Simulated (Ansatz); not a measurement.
The starting structures come from a database of crystals and need not be the phases stable at ambient conditions.

The decay constant κ of evanescent states in the gap governs leakage through a thin film.

Given:

```
AgVO3
1.0
    5.47179     0.00000     0.00000
    0.00000     9.89425     0.00000
    1.12334     4.94712     5.13737
V Ag O
4 4 12
Direct
  0.28330   0.10874   0.61206
  0.71670   0.89126   0.38794
  0.21670   0.72080   0.38794
  0.78330   0.27920   0.61206
  0.25000   0.23237   0.00000
  0.75000   0.76763   0.00000
  0.75000   0.41182   0.00000
  0.25000   0.58818   0.00000
  0.34950   0.64180   0.26030
  0.65050   0.35820   0.73970
  0.15050   0.90210   0.73970
  0.84950   0.09790   0.26030
  0.42889   0.91198   0.28324
  0.57111   0.08802   0.71676
  0.07111   0.19522   0.71676
  0.92889   0.80478   0.28324
  0.34311   0.26630   0.28552
  0.65689   0.73370   0.71448
  0.15689   0.55182   0.71448
  0.84311   0.44818   0.28552
```

Space group of this cell: C2/c. The cell is taken as given; by r2SCAN its mean pressure is -1.7 GPa.

Transport runs along the normal of the first two printed cell vectors.

The gap is the functional's own, uncorrected, and κ follows it; spin-orbit coupling is left out. Mid-gap values are interpolated between the computed energies.

Question: Estimate the band gap and the smallest decay constant κ at mid-gap that r2SCAN (Ansatz, an electronic-structure program) returns for this system.

Answer: Gap 1.90 eV on a 6×6×6 mesh; κ = 0.458 1/Å, at (0.167, 0.000) of the in-plane reciprocal vectors. At the zone centre, at the nearest computed energy, the slowest state has κ = 0.47 1/Å.
